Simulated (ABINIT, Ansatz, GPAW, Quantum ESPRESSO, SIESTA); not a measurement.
One structure in several programs: Cu (Fm-3m, 1 atom in the cell)

Self-consistent single point.

```
Cu
1.0
    0.00000     1.80500     1.80500
    1.80500     0.00000     1.80500
    1.80500     1.80500     0.00000
Cu
1
Cartesian
  0.00000   0.00000   0.00000
```

Shared settings, as Ansatz (a program for electronic structure) writes them: kpoints.mp_grid.grid = 21 21 21; scf.occupations.method = gaussian; scf.occupations.width = 0.2 eV. Potentials and cutoffs stand in the table.

```
code                                                                                                                                 model  pressure (GPa)       cutoff
----------------  ------------------------------------------------------------------------------------------------------------------------  --------------  -----------
SIESTA            LDA PW92, numerical atomic orbitals DZP, PseudoDojo LDA standard norm-conserving potentials (rewritten from UPF to PSML)          -16.86  grid 400 Ry
Quantum ESPRESSO                                                                       LDA (PZ), GBRV 1.5 ultrasoft (LDA) pseudopotentials          -12.71        50 Ry
GPAW                                                                         LDA (Perdew-Wang 92), GPAW PAW datasets LDA (gpaw-data 1.0.1)          -11.62       800 eV
ABINIT                                                                                                  LDA (PW92), PAW (JTH v2.0 LDA PAW)          -12.56       816 eV
Ansatz                                                                                         LDA (PW92), default PAW files made with PBE          -12.15      default
```

On Ansatz's run: spin polarisation is off.

The spread over the programs that give each value: pressure within 5.24 GPa.

SIESTA uses small atom-centred bases, whose incompleteness enters pressures, forces and empty levels differently from a plane-wave cutoff. Ansatz's pressure is given at a fixed set of plane waves, as the other plane-wave codes print theirs; with its correction for the finite basis it is -12.05 GPa. The same LDA comes in different parametrisations, which differ slightly. In the pressure, SIESTA (by 4.51) lies more than 1 GPa from the median of the plane-wave programs.

The starting cell has typed, rounded lattice constants, without a prior relaxation at this level.

Left out of this page: Elk (not drawn, or without a comparable value); FLEUR (with a known weakness of the program).

Keys are those of Ansatz 0.2.
